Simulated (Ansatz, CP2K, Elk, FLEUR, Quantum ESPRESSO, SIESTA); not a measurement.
## Code comparison for LaAu (Pnma, 8 atoms in the cell)

Self-consistent single point, at a second geometry (lattice scaled by 0.98). First geometry:

```xyz
8
Lattice="7.6505 0.0000 0.0000 0.0000 4.8936 0.0000 0.0000 0.0000 5.8845" Properties=species:S:1:pos:R:3 pbc="T T T"
La     1.4370     1.2234     3.8074
La     6.2135     3.6702     2.0772
La     2.3883     3.6702     0.8651
La     5.2623     1.2234     5.0195
Au     0.3055     1.2234     0.8904
Au     7.3450     3.6702     4.9942
Au     3.5198     3.6702     3.8327
Au     4.1307     1.2234     2.0519
```

Shared settings, as Ansatz (an electronic-structure program) writes them: kpoints.mp_grid.grid = 2 3 3; scf.occupations.method = fermi_dirac; scf.occupations.width = 0.05 eV. Potentials and cutoffs stand in the table.

```
code                                                                                                                                      model  ΔF from the first geometry (meV/atom)  pressure (GPa)  largest force (eV/Å)           cutoff
----------------  -----------------------------------------------------------------------------------------------------------------------------  -------------------------------------  --------------  --------------------  ---------------
Quantum ESPRESSO                                                                           PBEsol, GBRV 1.5 ultrasoft (PBESOL) pseudopotentials                                   -6.9            1.69                 0.178            40 Ry
CP2K                                                                 PBEsol, GPW, DZVP-MOLOPT-SR-GTH basis, GTH-PBE potentials (GTH_POTENTIALS)                                   15.1            4.18                 0.181      grid 500 Ry
FLEUR                                                                           PBEsol, all-electron FLAPW (FLEUR), scalar-relativistic valence                                   -8.3               –                 0.178  Kmax 3.8 1/bohr
Elk                                           PBEsol, all-electron FP-LAPW, Elk's shipped species files, APW+lo basis with extra local orbitals                                   -5.9               –                     –       rgkmax 7.5
Ansatz                                                                                                          PBEsol, PAW files made with PBE                                   -6.8            1.70                 0.177          default
SIESTA            GGA PBEsol, numerical atomic orbitals DZP, PseudoDojo PBEsol standard norm-conserving potentials (rewritten from UPF to PSML)                                    0.6            2.78                 0.189      grid 300 Ry
```

Size of the force on each atom (eV/Å): Sizes of forces hide their directions.

| code | La1 | La2 | La3 | La4 | Au5 | Au6 | Au7 | Au8 |
|---|---|---|---|---|---|---|---|---|
| Quantum ESPRESSO | 0.178 | 0.178 | 0.178 | 0.178 | 0.044 | 0.044 | 0.044 | 0.044 |
| CP2K | 0.179 | 0.179 | 0.181 | 0.181 | 0.049 | 0.049 | 0.053 | 0.053 |
| FLEUR | 0.178 | 0.178 | 0.178 | 0.178 | 0.033 | 0.033 | 0.033 | 0.033 |
| Ansatz | 0.177 | 0.177 | 0.177 | 0.177 | 0.031 | 0.031 | 0.031 | 0.031 |
| SIESTA | 0.189 | 0.189 | 0.189 | 0.189 | 0.080 | 0.080 | 0.080 | 0.080 |

A dash marks a value that a program does not give, or that is left out as unsure.

On Ansatz's run: spin-orbit coupling is off.

The spread over the programs that give each value: ΔF from the first geometry within 23.4 meV/atom; pressure within 2.49 GPa; largest force within 0.012 eV/Å.

CP2K and SIESTA use small atom-centred bases, whose incompleteness enters pressures, forces and empty levels differently from a plane-wave cutoff. FLEUR and Elk treat all electrons, but the usual bases taken here (sphere radii, linearisation, local orbitals, empty states) were not tested for convergence, so the values are no reference for the others. Ansatz's pressure is given at a fixed set of plane waves, as the other plane-wave codes print theirs. In the pressure, CP2K (by 2.48) and SIESTA (by 1.09) lie more than 1 GPa from the median of the plane-wave programs. In the force vectors, CP2K (by 0.084) lies more than 0.08 eV/Å from the median of the plane-wave programs.

The shared mesh is coarse (it stands for a supercell whose shortest vector is 14 Å), so the values are not converged in it.

The starting cell comes from a database of computed structures (which also holds hypothetical and non-ambient phases and stackings), without a prior relaxation at this level. For this run, on top of that: lattice scaled by 0.98.

Left out of this page: ABINIT (with a known weakness of the program).

Keys are those of Ansatz 0.2.
